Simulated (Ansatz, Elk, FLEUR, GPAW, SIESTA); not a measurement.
# Al₂CrB₂Mo (Amm2, 6 atoms in the cell) computed with different codes at matched settings

Self-consistent single point, at a second geometry (lattice scaled by 0.98). First geometry:

```yaml
crystal:
  lattice:
    - [3.05892, 0.00000, 0.00000]
    - [0.00000, 1.56905, 6.93578]
    - [0.00000, -1.56905, 6.93578]
  atoms:
    - { symbol: Al, position: [0.50000, 0.69302, 0.69302] }
    - { symbol: Al, position: [0.00000, 0.30042, 0.30042] }
    - { symbol: Cr, position: [0.00000, 0.08690, 0.08690] }
    - { symbol: B, position: [0.50000, 0.53607, 0.53607] }
    - { symbol: B, position: [0.00000, 0.47106, 0.47106] }
    - { symbol: Mo, position: [0.50000, 0.91253, 0.91253] }
```

Shared settings, as Ansatz (a first-principles code) writes them: kpoints.mp_grid.grid = 7 7 7; scf.occupations.method = fermi_dirac; scf.occupations.width = 0.1 eV. Potentials and cutoffs stand in the table.

```csv
code,model,ΔF from the first geometry (meV/atom),largest force (eV/Å),cutoff
Ansatz,"LDA (PW92), PAW files made with PBE",-16.6,0.110,default
Elk,"LDA (PW92), all-electron FP-LAPW, Elk's shipped species files, default APW+lo basis",-13.1,–,default
FLEUR,"LDA (Perdew-Zunger), all-electron FLAPW (FLEUR), scalar-relativistic valence",-14.3,0.120,Kmax 4.2 1/bohr
SIESTA,"LDA PW92, numerical atomic orbitals DZP, PseudoDojo LDA standard norm-conserving potentials (rewritten from UPF to PSML)",-14.8,0.284,grid 400 Ry
GPAW,"LDA (Perdew-Wang 92), GPAW PAW datasets LDA (gpaw-data 1.0.1)",-16.5,0.083,900 eV
```

Size of the force on each atom (eV/Å): Sizes of forces hide their directions.

```tsv
code	Al1	Al2	Cr3	B4	B5	Mo6
Ansatz	0.071	0.071	0.022	0.110	0.024	0.013
FLEUR	0.052	0.095	0.041	0.120	0.018	0.032
SIESTA	0.059	0.062	0.101	0.284	0.179	0.087
GPAW	0.077	0.070	0.018	0.046	0.007	0.083
```

A dash marks a value that a program does not give, or that is left out as unsure.

On Ansatz's run: spin polarisation is off.

The spread over the programs that give each value: ΔF from the first geometry within 3.5 meV/atom; largest force within 0.201 eV/Å.

SIESTA uses small atom-centred bases, whose incompleteness enters pressures, forces and empty levels differently from a plane-wave cutoff. Elk and FLEUR treat all electrons, but the usual bases taken here (sphere radii, linearisation, local orbitals, empty states) were not tested for convergence, so the values are no reference for the others. In the force vectors, SIESTA (by 0.206) lies more than 0.08 eV/Å from the median of the plane-wave programs.

The starting cell comes from a database of computed structures (which also holds hypothetical and non-ambient phases and stackings), without a prior relaxation at this level. For this run, on top of that: lattice scaled by 0.98.

Keys are those of Ansatz 0.2.
